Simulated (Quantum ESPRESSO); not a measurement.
# Convergence study of the plane-wave cutoff for Ni₃Ge (P4mm, 4 atoms in the cell)

```
Ni3Ge
1.0
    3.54092     0.00000     0.00000
    0.00000     3.54092     0.00000
    0.00000     0.00000     3.54092
Ni Ge
3 1
Cartesian
  1.77046   0.00000   1.77046
  0.05000   1.77046   1.77046
  1.77046   1.77046   0.00000
  0.00000   0.00000   0.00000
```

Method: PBEsol, PSlibrary ultrasoft (PBE) pseudopotentials (plane waves; Quantum ESPRESSO 7.5).

Base settings: ecutwfc = 50 Ry; ecutrho = 300 Ry; occupations = smearing; smearing = gaussian; degauss = 0.0073499 Ry; input_dft = pbesol; potentials = {Ni: Ni.pbe-n-rrkjus_psl.1.0.0.UPF, Ge: Ge.pbe-n-rrkjus_psl.1.0.0.UPF}; K_POINTS = automatic 3 3 3 0 0 0; conv_thr = 1e-09 Ry; mixing_beta = 0.7.

Moved along: ecutrho.

The second cell is the first with its lattice scaled by 0.98.

The mesh stays at the base's, so the ladder's end is converged at best in this setting alone.

Only quantities that move along the ladder and can be compared are tabulated.

The count of work is k-points × plane waves × bands × iterations; it is no time. 

The starting cell comes from a database of computed structures (which also holds hypothetical and non-ambient phases and stackings), without a prior relaxation at this level. Its lattice was rescaled by up to half a per cent. One atom was moved a little off its site on purpose. Spin polarisation is off. Without a gap this mesh is coarse (it stands for a supercell whose shortest vector is 11 Å).

| ecutwfc | free energy less the last step's (meV/atom) | energy of the compressed cell less the first (meV/atom) | pressure (GPa) | largest difference of a force vector from the last step's (eV/Å) | count of work / last |
|---|---|---|---|---|---|
| 17.5 Ry | 12294.14 | -448.10 | -677.85 | 0.387 | 0.061 |
| 20 Ry | 5203.16 | -99.31 | -348.07 | 0.194 | 0.076 |
| 22 Ry | 2531.75 | 9.74 | -197.33 | 0.187 | 0.079 |
| 25 Ry | 787.97 | -13.06 | -77.25 | 0.035 | 0.087 |
| 28 Ry | 231.00 | 22.47 | -25.32 | 0.020 | 0.11 |
| 30 Ry | 103.36 | 32.22 | -8.79 | 0.011 | 0.12 |
| 35 Ry | 57.56 | 32.53 | 0.49 | 0.004 | 0.17 |
| 40 Ry | 50.22 | 32.07 | -0.66 | 0.002 | 0.20 |
| 45 Ry | 28.78 | 32.50 | -1.20 | 0.004 | 0.21 |
| 50 Ry | 12.18 | 32.62 | -0.39 | 0.000 | 0.27 |
| 55 Ry | 6.24 | 32.38 | 0.36 | 0.000 | 0.32 |
| 60 Ry | 5.36 | 32.40 | 0.61 | 0.000 | 0.39 |
| 68 Ry | 4.39 | 32.39 | 0.46 | 0.001 | 0.43 |
| 75 Ry | 2.37 | 32.33 | 0.42 | 0.002 | 0.49 |
| 88 Ry | 0.68 | 32.31 | 0.60 | 0.001 | 0.69 |
| 100 Ry | 0.57 | 32.30 | 0.56 | 0.001 | 0.69 |
| 120 Ry | 0.00 | 32.28 | 0.56 | 0.000 | 1.0 |

Coarsest ecutwfc that holds the forces within 0.01 eV/Å of the last step, with all finer ones: 35 Ry, at 0.17 of the last step's count of work; the step before is off by 0.011 eV/Å.

Coarsest ecutwfc that holds the energy of the compressed cell less the first within 0.5 meV/atom of the last step, with all finer ones: 30 Ry, at 0.12 of the last step's count of work; the step before is off by 9.8 meV/atom.

Coarsest ecutwfc that holds the pressure within 0.5 GPa of the last step, with all finer ones: 55 Ry, at 0.32 of the last step's count of work; the step before is off by 0.96 GPa.

The energy difference between the two cells stays within 1 meV/atom of the last step's from 30 Ry on, the total only from 88 Ry on: much of the error is common to both cells and cancels.

At the lowest cutoff the pressure lies 678 GPa under the last step's, the usual sign of Pulay stress in an incomplete plane-wave basis.
